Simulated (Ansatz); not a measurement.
Consider the following.

End structure of the (111)A surface of zinc-blende AlAs, Al-terminated, I on every top atom (bottom of the slab: 3 H on 4 bottom sites):

```
CELL_PARAMETERS angstrom
      8.10148     0.00000     0.00000
     -4.05074     7.01609     0.00000
      0.00000     0.00000    31.00000
ATOMIC_POSITIONS crystal
  As 0.00245 0.99755 0.31508
  As 0.49510 0.99755 0.31508
  As 0.00245 0.50490 0.31508
  As 0.50000 0.50000 0.29871
  Al 0.34656 0.19311 0.33632
  Al 0.83333 0.16667 0.33700
  Al 0.34656 0.65344 0.33632
  Al 0.80689 0.65344 0.33632
  As 0.33333 0.16667 0.41654
  As 0.83333 0.16667 0.41654
  As 0.33333 0.66667 0.41654
  As 0.83333 0.66667 0.41654
  Al 0.16667 0.33333 0.44322
  Al 0.66667 0.33333 0.44322
  Al 0.16667 0.83333 0.44322
  Al 0.66667 0.83333 0.44322
  As 0.16637 0.33318 0.52317
  As 0.66682 0.33318 0.52317
  As 0.16667 0.83333 0.52318
  As 0.66682 0.83364 0.52317
  Al 0.99991 0.00009 0.55008
  Al 0.50018 0.00009 0.55008
  Al 0.99991 0.49982 0.55008
  Al 0.50000 0.50000 0.54992
  As 0.00006 0.99994 0.62997
  As 0.49988 0.99994 0.62997
  As 0.00006 0.50012 0.62997
  As 0.50000 0.50000 0.62986
  Al 0.33339 0.16678 0.65733
  Al 0.83333 0.16667 0.65728
  Al 0.33339 0.66661 0.65733
  Al 0.83322 0.66661 0.65733
  H  0.99760 0.00240 0.26600
  H  0.50480 0.00240 0.26600
  H  0.99760 0.49520 0.26600
  I  0.33337 0.16673 0.73951
  I  0.83333 0.16667 0.73947
  I  0.33337 0.66663 0.73951
  I  0.83327 0.66663 0.73951
```

Set-up: 39 atoms, 14.9 Å thick at the start with caps and adatoms; mesh 3x3x1; 0.025 eV smearing; dipole correction on; 8 atoms held, the rest relaxed; held to the start's symmetry, so lower structures may exist; spin-polarised, no spin-orbit, no U. The slab shows no gap on its mesh. The starting moment vanished. It is one candidate, not shown to be the stable structure of the face.

Problem. What work function of the top face does Ansatz (an electronic-structure program) with PBE give?

Solution. 5.58 eV
